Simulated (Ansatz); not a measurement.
## Hf2O (model structure, started from the Hf2S type, P6₃/mmc, No. 194, 6 atoms in the cell)

Method: LDA (Ansatz, an electronic-structure program, PAW).

Settings: plane-wave cutoff 520 eV, 18×18×6 k mesh (along the axes of the cell as run), Fermi–Dirac smearing 0.05 eV, scalar-relativistic PAW data made under PBE.

Cell (relaxed at this level):

```xyz
6
Lattice="3.0996 0.0000 0.0000 -1.5498 2.6843 0.0000 0.0000 0.0000 10.6690" Properties=species:S:1:pos:R:3 pbc="T T T"
Hf     1.5498     0.8948     9.4791
Hf     0.0000     1.7896     1.1898
Hf     0.0000     1.7896     4.1446
Hf     1.5498     0.8948     6.5243
O      0.0000     0.0000     8.0017
O      0.0000     0.0000     2.6672
```

band gap: zero (no gap)
bulk modulus B0: 194 GPa

Note: the bulk modulus is −V dP/dV from two relaxed cells at ±2 % in volume; the relaxation could raise the start's symmetry but not lower it, so the cell can be a saddle point.

Spin–orbit coupling is not included; it can open a gap where bands touch, and shift volumes and moduli.

Computed values are for the static lattice.

The result took very roughly 7 core-minutes.

A model structure was made by putting elements into a prototype or built by hand; it is no filed structure, need not be a known phase, and can be a saddle point held by its symmetry.
